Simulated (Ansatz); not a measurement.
The starting structures come from a database of crystals and need not be the phases stable at ambient conditions.

 Where the default PAW files enter, the runs use the earlier of Ansatz's two default sets.

# Evanescent states of AlAs (P6_3mc, wurtzite, not sure to be the ambient phase, 4 atoms a cell, 22.8 Å³ an atom) along the normal of (100)

These are PBEsol (plane waves, PAW; Ansatz, an electronic-structure program) values and carry that method's errors.

No gap correction and no spin-orbit coupling; mid-gap values are interpolated between computed energies.

Energies count from the valence-band top; κ is the least over a 8×6 mesh across the current.

```json
[
 {"E (eV)": "0.04", "κ (1/Å)": "0.036", "where": "Γ"},
 {"E (eV)": "0.14", "κ (1/Å)": "0.060", "where": "Γ"},
 {"E (eV)": "0.23", "κ (1/Å)": "0.075", "where": "Γ"},
 {"E (eV)": "0.32", "κ (1/Å)": "0.087", "where": "Γ"},
 {"E (eV)": "0.41", "κ (1/Å)": "0.095", "where": "Γ"},
 {"E (eV)": "0.49", "κ (1/Å)": "0.103", "where": "Γ"},
 {"E (eV)": "0.58", "κ (1/Å)": "0.108", "where": "Γ"},
 {"E (eV)": "0.68", "κ (1/Å)": "0.112", "where": "Γ"},
 {"E (eV)": "0.77", "κ (1/Å)": "0.116", "where": "Γ"},
 {"E (eV)": "0.85", "κ (1/Å)": "0.118", "where": "Γ"},
 {"E (eV)": "0.94", "κ (1/Å)": "0.119", "where": "Γ"},
 {"E (eV)": "1.03", "κ (1/Å)": "0.120", "where": "Γ"},
 {"E (eV)": "1.12", "κ (1/Å)": "0.120", "where": "Γ"},
 {"E (eV)": "1.22", "κ (1/Å)": "0.115", "where": "Γ"},
 {"E (eV)": "1.30", "κ (1/Å)": "0.110", "where": "Γ"},
 {"E (eV)": "1.40", "κ (1/Å)": "0.099", "where": "Γ"},
 {"E (eV)": "1.49", "κ (1/Å)": "0.085", "where": "off Γ"},
 {"E (eV)": "1.57", "κ (1/Å)": "0.061", "where": "off Γ"}
]
```

Task: How thick must the barrier be to attenuate the transmission by 10^4 when the electrodes' Fermi level lies at 1.30 eV, and what attenuation does that film give at 0.23 eV?

Result: d = 4 ln 10 / (2 × 0.110) = 41.9 Å. At 0.23 eV it gives 4 × 0.075/0.110 = 2.7 decades.
